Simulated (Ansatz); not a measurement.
N on the Si site (N_Si) in 6H silicon carbide

Calculation: PBE, PAW (plane waves to 420 eV; Ansatz, a first-principles code). A supercell of 144 sites (3×2×1 repeats of a cell of 24 atoms) was used; the energies come from a 2×2×1 shifted sampling of its zone. Site at the start: the Si(h) site. Finite-size correction: monopole term and site-potential alignment. Dielectric constants: PBE linear response of the host. Host gap at this level: 2.01 eV. These values are not converged in cell size to better than tenths of an eV. PBE underestimates the host's gap, which shifts levels and can delocalise carriers. Spin–orbit coupling is left out. Each state is the lowest found from its start.

Formation energies E_f are given with the Fermi level at the valence-band maximum. Chemical conditions: C-rich (Δμ(Si) = -0.41 eV, Δμ(N) = -1.55 eV, bounded by beta Si3N4; only phases computed here count, gases as isolated molecules at 0 K); Si-rich (Δμ(Si) = 0.00 eV, Δμ(N) = -1.86 eV, bounded by beta Si3N4; only phases computed here count, gases as isolated molecules at 0 K). Reference phases: N: N2 molecule in a box, Si: silicon.

Charges with a result: +1, 0, −1. Others weren't obtained, and one of them could lie lower, also by skipping a charge.

```csv
charge,moment (μB),largest move off a lattice site (Å),image correction with alignment (eV),"E_f, C-rich (eV)","E_f, Si-rich (eV)"
+1,not spin-polarised,0.22,0.08,6.02,6.73
0,1.0,0.36,0.00,7.13,7.84
−1,not spin-polarised,0.69,0.23,8.71,9.42
```

Transition levels above the valence-band maximum: ε(+1/0) = 1.11 eV; ε(0/−1) = 1.58 eV. On the lower envelope of the bound states, inside the gap: (+1/0) at 1.11 eV; (0/−1) at 1.58 eV.

Flagged in the runs: a host whose relaxation on this sampling wasn't shown to rest.
